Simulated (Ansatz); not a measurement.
Pressure series in CdTe

Consider CdTe in the zinc blende structure (space group F-43m, No. 216).

```xyz
2
Lattice="0.0000 3.2444 3.2444 3.2444 0.0000 3.2444 3.2444 3.2444 0.0000" Properties=species:S:1:pos:R:3 pbc="T T T"
Cd     0.0000     0.0000     0.0000
Te     1.6222     1.6222     1.6222
```

Cell and atoms are relaxed at each pressure.

Computed with Ansatz (a first-principles code) PBEsol, no SOC.

Two rows of this table had their results exchanged by mistake.

```tsv
pressure	volume per atom (Å³)	shortest distance (Å)	band gap
pressure −2 GPa	36.11	2.863	0.49 eV
pressure −1 GPa	35.05	2.834	0.57 eV
pressure 0.9 GPa	33.46	2.791	0.71 eV
pressure 2.1 GPa	32.64	2.768	0.78 eV
pressure 4.5 GPa	31.27	2.728	0.91 eV
pressure 9 GPa	29.36	2.672	1.10 eV
pressure 15 GPa	24.57	2.518	1.58 eV
pressure 22.5 GPa	25.84	2.560	1.48 eV
pressure 30 GPa	27.52	2.615	1.30 eV
```

Question: Which two?

Answer: The rows for pressure 15 GPa and pressure 30 GPa: the volume has to fall steadily with pressure, so 27.52 Å³ belongs to pressure 15 GPa and 24.57 Å³ to pressure 30 GPa.

With Te present, leaving out spin-orbit coupling can change the band edges. Load acts through the strain it causes; cell and atoms are relaxed under it. No phonon test of stability was made. Measured, CdTe leaves this structure (for cinnabar) near 3.53 GPa (temperature not stated; as listed in Datta, Sujoy, Jana, Debnarayan, arXiv (2020)), on rising pressure, with hysteresis.
